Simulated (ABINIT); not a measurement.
**A self-consistent single point of C (Fd-3m, 2 atoms in the cell) with ABINIT**

Method of the run: PBE, PAW (JTH v2.0 PBE PAW) (plane waves; ABINIT 10.0.3).

This input was run:

```
# C, JTH v2.0 PBE PAW
pp_dirpath "./"
pseudos "C.GGA_PBE-JTH.xml"
acell 3*1.0 Angstrom
rprim
        -0.0000000000    1.7924180000    1.7924180000
         1.7924180000   -0.0000000000    1.7924180000
         1.7924180000    1.7924180000   -0.0000000000
natom 2
ntypat 1
znucl 6
typat 1 1
xred
         0.0000000000    0.0000000000    0.0000000000
         0.2500000000    0.2500000000    0.2500000000
ecut 21 Ha
pawecutdg 42 Ha
pawovlp -1
pawxcdev 0
occopt 3
tsmear 0.01 eV
nband 9
kptopt 1
ngkpt 12 12 12
nshiftk 1
shiftk 0 0 0
nstep 50
toldfe 1.0e-09
prtwf 0
prtden 0
prtvol 1
enunit 1
```

Log, with long lists cut:

```
 Symmetries : space group Fd -3 m (#227); Bravais cF (face-center cubic)

 -outvars: echo values of preprocessed input variables --------
            acell      1.8897261329E+00  1.8897261329E+00  1.8897261329E+00 Bohr
             ecut      2.10000000E+01 Hartree
           enunit           1
              ixc     -101130
         kptrlatt       12    0    0      0   12    0      0    0   12
          kptrlen      5.74823361E+01
            natom           2
            nband           9
            ngfft          20      20      20
          ngfftdg          30      30      30
             nkpt          72
            nstep          50
             nsym          48
           ntypat           1
           occopt           3
        pawecutdg      4.20000000E+01 Hartree
          pawovlp     -1.0000000000E+00
         pawxcdev           0
            rprim     -0.0000000000E+00  1.7924180000E+00  1.7924180000E+00
                       1.7924180000E+00 -0.0000000000E+00  1.7924180000E+00
                       1.7924180000E+00  1.7924180000E+00 -0.0000000000E+00
          spgroup         227
           toldfe      1.00000000E-09 Hartree
           tsmear      3.67493254E-04 Hartree
            typat      1  1
           useylm           1
             xred      0.0000000000E+00  0.0000000000E+00  0.0000000000E+00
                       2.5000000000E-01  2.5000000000E-01  2.5000000000E-01
            znucl        6.00000

== DATASET  1 ==================================================================

 Real(R)+Recip(G) space primitive vectors, cartesian coordinates (Bohr,Bohr^-1):
 R(1)=  0.0000000  3.3871791  3.3871791  G(1)= -0.1476155  0.1476155  0.1476155
 R(2)=  3.3871791  0.0000000  3.3871791  G(2)=  0.1476155 -0.1476155  0.1476155
 R(3)=  3.3871791  3.3871791  0.0000000  G(3)=  0.1476155  0.1476155 -0.1476155
 Unit cell volume ucvol=  7.7722094E+01 bohr^3
 Angles (23,13,12)=  6.00000000E+01  6.00000000E+01  6.00000000E+01 degrees

 Coarse grid specifications (used for wave-functions):

 getcut: wavevector=  0.0000  0.0000  0.0000  ngfft=  20  20  20
         ecut(hartree)=     21.000   => boxcut(ratio)=   2.02396

 Fine grid specifications (used for densities):

 getcut: wavevector=  0.0000  0.0000  0.0000  ngfft=  30  30  30
         ecut(hartree)=     42.000   => boxcut(ratio)=   2.14912

   6.99883411E+01                                ecore*ucvol(ha*bohr**3)

 newkpt: prtvol=0 or 1, do not print more k-points.
_setup2: Arith. and geom. avg. npw (full set) are     357.428     357.390

--- !BeginCycle
solver: {iscf: 17, nstep: 50, nline: 4, wfoptalg: 10, }
tolerances: {toldfe: 1.00E-09, }
...

     iter   Etot(hartree)      deltaE(h)  residm     nres2
 ETOT  1  -11.473094505870    -1.147E+01 4.015E-01 1.021E+01
 ETOT  2  -11.486779736087    -1.369E-02 7.496E-03 1.276E+00
 ETOT  3  -11.484706306225     2.073E-03 3.992E-03 2.113E-02
 ETOT  4  -11.484788928662    -8.262E-05 5.999E-04 1.540E-03
 ETOT  5  -11.484793231867    -4.303E-06 4.095E-04 1.286E-04
 ETOT  6  -11.484793080216     1.517E-07 9.509E-05 2.299E-06
 ETOT  7  -11.484793093751    -1.353E-08 3.762E-05 4.826E-09
 ETOT  8  -11.484793093734     1.620E-11 4.277E-05 3.157E-09
 ETOT  9  -11.484793093739    -4.921E-12 3.345E-05 2.698E-12

 At SCF step    9, etot is converged :
  for the second time, diff in etot=  4.921E-12 < toldfe=  1.000E-09

 Cartesian components of stress tensor (hartree/bohr^3)
  sigma(1 1)=  1.77284035E-04  sigma(3 2)=  0.00000000E+00
  sigma(2 2)=  1.77284035E-04  sigma(3 1)=  0.00000000E+00
  sigma(3 3)=  1.77284035E-04  sigma(2 1)=  0.00000000E+00

 ----iterations are completed or convergence reached----

 reduced coordinates (array xred) for    2 atoms
       0.000000000000      0.000000000000      0.000000000000
       0.250000000000      0.250000000000      0.250000000000
 cartesian forces (eV/Angstrom) at end:
    1      0.00000000000000     0.00000000000000    -0.00000000000000
    2     -0.00000000000000    -0.00000000000000     0.00000000000000
 frms,max,avg= 4.1149696E-26 4.9053694E-26   0.000E+00  0.000E+00  0.000E+00 e/A
 length scales=  1.889726132886  1.889726132886  1.889726132886 bohr
              =  1.000000000000  1.000000000000  1.000000000000 angstroms
 Fermi (or HOMO) energy (eV) =  10.85033   Average Vxc (eV)= -13.26577
 Eigenvalues (   eV  ) for nkpt=  72  k points:
 kpt#   1, nband=  9, wtk=  0.00058, kpt=  0.0000  0.0000  0.0000 (reduced coord)
 -11.26305   10.00907   10.00907   10.00907   15.55930   15.55930   15.55930   22.97369
  29.09649
 prteigrs : prtvol=0 or 1, do not print more k-points.

--- !EnergyTerms
comment             : Components of total free energy in Hartree
kinetic             :  6.88417907609996E+00
hartree             :  9.78298837114050E-01
xc                  : -4.33322428354097E+00
Ewald energy        : -1.27227945813400E+01
psp_core            :  9.00494796722607E-01
local_psp           : -4.71618531099981E+00
spherical_terms     :  1.52443647995176E+00
internal            : -1.14847949859924E+01
'-kT*entropy'       :  1.25439292353276E-16
total_energy        : -1.14847949859924E+01
total_energy_eV     : -3.12517164917243E+02
...

-Cartesian components of stress tensor (GPa)         [Pressure= -5.2159E+00 GPa]
- sigma(1 1)=  5.21587552E+00  sigma(3 2)=  0.00000000E+00
- sigma(2 2)=  5.21587552E+00  sigma(3 1)=  0.00000000E+00
- sigma(3 3)=  5.21587552E+00  sigma(2 1)=  0.00000000E+00

 Calculation completed.
```

The run converged in 9 iterations.

The starting cell has typed, rounded lattice constants, without a prior relaxation at this level. Its lattice was rescaled by up to half a per cent. With a pressure of about -5 GPa the cell is away from its equilibrium volume at this level.
